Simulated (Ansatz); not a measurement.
Na2CrO4 (Cmcm, No. 63)

Method: r²SCAN-D4 (PAW; Ansatz, a quantum-chemistry and plane-wave program).

Numerical settings: plane-wave cutoff 500 eV, 8×8×6 k mesh (along the axes of the cell as run), gaussian smearing 0.02 eV, no spin polarisation, scalar-relativistic PAW data made under PBE.

Cell (relaxed at this level):

```xyz
14
Lattice="2.9047 -4.5522 0.0000 2.9047 4.5522 0.0000 0.0000 0.0000 7.0663" Properties=species:S:1:pos:R:3 pbc="T T T"
Na     2.9047     2.8472     1.7666
Na     2.9047    -2.8472     5.2997
Na     2.9047     0.0000     0.0000
Na     2.9047     0.0000     3.5331
Cr     2.9047    -3.2291     1.7666
Cr     2.9047     3.2291     5.2997
O      2.9047     2.2813     3.9754
O      2.9047    -2.2813     3.0909
O      2.9047    -2.2813     0.4423
O      2.9047     2.2813     6.6240
O      1.3399     0.3602     1.7666
O      4.4694    -0.3602     5.2997
O      1.3399    -0.3602     5.2997
O      4.4694     0.3602     1.7666
```

```json
{
  "band_gap": "3.12 eV (on the SCF k mesh)"
}
```

Static lattice: no zero-point or thermal effects.
